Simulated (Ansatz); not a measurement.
# What Tl on a In site, symmetric start does to InSb

Consider a 16-atom supercell of InSb in the zinc blende structure (space group F-43m, No. 216; a = 6.635 Å) at its relaxed geometry.

Now apply this change: a neutral Tl on a In site, symmetric start, atoms relaxed at fixed cell.

The values are results of PBE in Ansatz (plane waves to 420 eV, PAW, spin-orbit coupling left out), not measurements. k-mesh 5×5×5 (Γ-centred); smearing 0.05 eV (Fermi–Dirac).

```yaml
pressure: 0.3 GPa (base 0.0 GPa)
energy_gained_by_relaxation: 0.02 eV
mean_distance_from_the_defect_site_to_its_nearest_host_atoms: 2.91 Å (base 2.87 Å)
```

Final structure:

```yaml
crystal:
  lattice:
    - [0.00000, 6.63461, 6.63461]
    - [6.63461, 0.00000, 6.63461]
    - [6.63461, 6.63461, 0.00000]
  atoms:
    - { symbol: Sb, position: [0.37499, 0.37499, 0.37499] }
    - { symbol: Sb, position: [0.37499, 0.37499, 0.87502] }
    - { symbol: Sb, position: [0.37499, 0.87502, 0.37499] }
    - { symbol: Sb, position: [0.37989, 0.87337, 0.87337] }
    - { symbol: Sb, position: [0.87502, 0.37499, 0.37499] }
    - { symbol: Sb, position: [0.87337, 0.37989, 0.87337] }
    - { symbol: Sb, position: [0.87337, 0.87337, 0.37989] }
    - { symbol: Sb, position: [0.87337, 0.87337, 0.87337] }
    - { symbol: Tl, position: [0.00000, 0.00000, 0.00000] }
    - { symbol: In, position: [0.00020, 0.00020, 0.49980] }
    - { symbol: In, position: [0.00020, 0.49980, 0.00020] }
    - { symbol: In, position: [0.00020, 0.49980, 0.49980] }
    - { symbol: In, position: [0.49980, 0.00020, 0.00020] }
    - { symbol: In, position: [0.49980, 0.00020, 0.49980] }
    - { symbol: In, position: [0.49980, 0.49980, 0.00020] }
    - { symbol: In, position: [0.50000, 0.50000, 0.50000] }
```

Cost of the whole job for the changed cell (relaxation, final SCF and bands): roughly 8 core-minutes.

The cell is small, so the values are those of an ordered compound at a high defect concentration; dilute-limit values will differ. The defect started on the symmetric site and kept its symmetry, so it may sit on a saddle. All final runs are without spin polarisation. The defect cell is not spin-polarised.

Ansatz is an electronic-structure program.
